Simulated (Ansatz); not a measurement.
Defect calculation: C vacancy + C vacancy + F interstitial in diamond

Method: PBE, PAW (plane waves to 420 eV; Ansatz, a quantum-chemistry and plane-wave program). The supercell holds 64 host sites (2×2×2 repeats of the unit cell), with a 2×2×2 shifted k-point sampling for the final energies. Sites at the start: the C site; C 1.55 Å away; midway between the emptied sites. Charged cells carry a point-charge image correction with potential alignment at far atoms. Dielectric constants: PBE linear response of the host. Host gap at this level: 4.13 eV. Finite-size and sampling errors can reach tenths of an eV here. Levels are measured in PBE's own, too narrow, gap. Spin–orbit coupling is left out. Each state is the lowest found from its start.

Formation energies E_f are given with the Fermi level at the valence-band maximum. Chemical conditions: host crystal and elements as references (Δμ(C) = 0.14 eV, Δμ(F) = 0.00 eV; F taken from its element, since no compound that bounds it was computed at this level; only phases computed here count, gases as isolated molecules at 0 K). Reference phases: C: graphite, F: F2 molecule in a box.

```tsv
charge	moment (μB)	point group	largest move off a lattice site (Å)	image correction with alignment (eV)	E_f, host crystal and elements as references (eV)	above the lowest spin state (eV)
+1†	2.0	–	0.26	-0.09	–	0.00
+1†	not spin-polarised	–	0.26	-0.10	–	0.05
0†	fractional	–	0.26	0.01	8.84	0.00
−1	2.0	Cs	0.24	0.81	10.77	0.00
−1	not spin-polarised	Cs	0.22	0.80	11.05	0.27
−2	1.0	Cs	0.20	2.29	14.04	0.00
```

† Not settled in this cell, so no level is given: charge +1: a large or scattered potential alignment; charge 0: fractional moment.

Point groups are those of the whole cell at tolerances of 0.03 and 0.1 Å ("near" where only the looser one holds); none is given for unsettled states.

Transition levels above the valence-band maximum: ε(−1/−2) = 3.27 eV. With a charge missing or unsettled, these needn't be thermodynamic levels.

Flagged in the runs: a doubtful potential alignment, a strain field that reaches the edge of the cell.

All states together cost around 40 core-minutes (rough).
